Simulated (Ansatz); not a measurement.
Na3OBr (Pm-3m, No. 221, 5 atoms in the cell; start mp-985586)

The numbers are results of PBEsol+SOC (Ansatz, an electronic-structure program, plane waves, PAW), not measurements.

Numerical settings: plane-wave cutoff 520 eV, 8×8×8 k mesh, Fermi–Dirac smearing 0.01 eV, PAW data made under PBE.

Cell (relaxed with PBEsol):

Na3BrO is taken in the cubic space group Pm-3m (No. 221), the anti-perovskite structure, Pearson symbol cP5. Conventional cell: a = b = c = 4.5426 Å, α = β = γ = 90.00°. Na on 3c is coordinated by 2 O at 2.271 Å and 4 Br at 3.212 Å (octahedral). Br on 1a is coordinated by 12 Na at 3.212 Å (cuboctahedral). O on 1b is surrounded by 6 Na at 2.271 Å (octahedral). (Neighbours: up to the widest gap in distance over summed covalent radii, below 1.35, at either atom; cation-cation and far metal-metal contacts left out.)

```yaml
band_gap: 1.92 eV (direct)
```

The computed numbers hold no vibrational or temperature effects.

It cost about 80 core-seconds (a rough figure) of CPU time.

A start named mp-… is a Materials Project structure, which need not be a measured phase.
